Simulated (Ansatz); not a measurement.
Start from Ge in the diamond structure (space group Fd-3m, No. 227).

```
Ge
1.0
    0.00000     2.81109     2.81109
    2.81109     0.00000     2.81109
    2.81109     2.81109     0.00000
Ge
2
Direct
  0.00000   0.00000   0.00000
  0.25000   0.25000   0.25000
```

Cartesian axes are those of the cell as printed.

All numbers come from LDA/PAW in Ansatz (a quantum-chemistry and plane-wave program), scalar-relativistic without spin-orbit coupling.

Before the change:

| Quantity | Value |
|---|---|
| Pressure | 0.0 GPa |
| Volume per atom | 22.21 Å³ |

Now apply this change: biaxial strain +0.50 %, plane normal [001], relaxed out of plane (Cartesian); in-plane vectors clamped, the third vector and the atoms free.

Q: Predict the new energy relative to the base, pressure and volume per atom.

A: The energy grows by 0.4 meV/atom; the pressure (mean of the normal stresses, compression positive) goes from zero to -0.4 GPa; the volume per atom goes up by 0.14 Å³ to 22.35 Å³.

Whether these cells are dynamically stable was not tested.
